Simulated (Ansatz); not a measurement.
The parent structure is YN in the rock salt structure (space group Fm-3m, No. 225; a = 4.896 Å).

The values are results of r2SCAN (Ansatz, a first-principles code; PAW; 500 eV plane waves; no spin-orbit coupling), not measurements.

Before the change:

```
Item                             Result
-----------------------------  --------
Shortest interatomic distance  244.8 pm
Smallest direct gap             0.98 eV
```

Now apply this change: cell and atoms relaxed at a pressure of 0.7 GPa.

What does the calculation give for the shortest interatomic distance after the change?

The shortest interatomic distance drops by 0.3 pm to 244.5 pm.

Estimate the effect on the smallest direct gap.

The smallest direct gap decreases by 0.01 eV to 0.97 eV.

Load acts through the strain it causes; cell and atoms are relaxed under it. Whether these cells are dynamically stable was not tested.
